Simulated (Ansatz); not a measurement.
Base system: PbZrO3 in the cubic perovskite structure (space group Pm-3m, No. 221; a cell from a computed database, its experimental status unchecked).

```xyz
5
Lattice="4.1413 0.0000 0.0000 0.0000 4.1413 0.0000 0.0000 0.0000 4.1413" Properties=species:S:1:pos:R:3 pbc="T T T"
Zr     0.0000     0.0000     0.0000
Pb     2.0706     2.0706     2.0706
O      2.0706     0.0000     0.0000
O      0.0000     2.0706     0.0000
O      0.0000     0.0000     2.0706
```

Levels (all Ansatz, a first-principles code, PAW): PBEsol (420 eV, no spin-orbit coupling); r2SCAN (500 eV, spin-orbit coupling left out).

The geometry is relaxed with PBEsol.

PBEsol pressure: -0.01 GPa
PBEsol band gap: 2.34 eV
PBEsol width of the top valence band: 0.83 eV

Task: Predict the pressure, band gap and width of the top valence band from r2SCAN.

Result: The pressure grows by 2.323 GPa to 2.32 GPa; the band gap rises by 0.556 eV to 2.89 eV; the width of the top valence band stays 0.83 eV.

Single points use the geometry relaxed with PBEsol. Their cutoffs differ, which shifts pressures a little. With Pb present, leaving out spin-orbit coupling can change the band edges. Whether these cells are dynamically stable was not tested. Many cubic perovskites are stable only at high temperature; tilts and polar distortions were not tested.
